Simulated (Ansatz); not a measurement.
Substrate model: Si(111) 1x1 surface, 6 top atoms, 3 bilayers, bottom bilayer H-capped and fixed, every top atom capped by H; cell 11.5 x 6.6 Å; one H replaced by OH; about 7 Å thick over the host's atoms, 18 atoms held. Level of theory: PBE-D3(BJ) (plane waves to 420 eV, PAW; Ansatz, an electronic-structure program). Sampling: 1x2x1 k points. The slab states were run without spin polarisation. Results hold for this slab, coverage and mesh. No zero-point or entropy terms are included. Each state was relaxed from one prepared geometry.

End state of this step: HF replaces a surface OH group, which leaves as water. Atoms near the product:

| atom | x (Å) | y (Å) | z (Å) |
|---|---|---|---|
| Si(17) | 5.752 | 3.343 | 9.458 |
| H(30) | 3.833 | 6.665 | 11.021 |
| H(45) | 7.671 | 6.665 | 11.019 |
| O(47) | 5.730 | 5.707 | 12.813 |
| H(48) | 5.733 | 4.833 | 12.381 |
| F(a0) | 5.750 | 3.344 | 11.112 |
| H(a1) | 5.836 | 5.510 | 13.755 |

### Question
What energy does it take to move H2O into the gas, one a cell, with the surface relaxed behind it, and what are its closest contacts before it leaves?

### Answer
0.21 eV. Its closest contacts to the rest of the cell: H(48)...F(a0) 1.96 Å, O(47)...H(30) 2.78 Å, O(47)...H(45) 2.81 Å.
